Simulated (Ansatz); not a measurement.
System: AlN (model structure, started from the HgO type, Fm-3m, No. 225, 6 atoms in the cell; like a known high-pressure phase). Method: PBEsol (Ansatz, a program for electronic structure, PAW).

Settings: plane-wave cutoff 520 eV, 12×12×6 k mesh (along the axes of the cell as run), Fermi–Dirac smearing 0.01 eV, scalar-relativistic PAW data made under PBE.

The cell is the one relaxed with PBE-D3(BJ). Conventional cell: a = 4.0353 Å, b = 4.0353 Å, c = 4.0353 Å, α = 90.00°, β = 90.00°, γ = 90.00°.

```xyz
6
Lattice="2.8534 0.0000 0.0000 -1.4267 2.4711 0.0000 0.0000 0.0000 6.9893" Properties=species:S:1:pos:R:3 pbc="T T T"
Al     0.4756     0.8237     3.4947
Al     1.9022     0.0000     5.8245
Al    -0.9511     1.6474     1.1649
N      0.4756     0.8237     0.0000
N      1.9023     0.0000     2.3298
N     -0.9511     1.6474     4.6596
```

List the 15 lowest band energies at Γ above −25 eV (eV, relative to the valence band maximum), grouping those that round alike.

At Γ: -17.59, -15.50 (×2), -6.27 (×2), -0.86 (×4), 0.00 (×3), 5.74, 6.48 (×2).

Note: cell and atoms aren't relaxed at this level (pressure 2.0 GPa).

A model structure was made by putting elements into a prototype or built by hand; it is no filed structure, need not be a known phase, and can be a saddle point held by its symmetry.
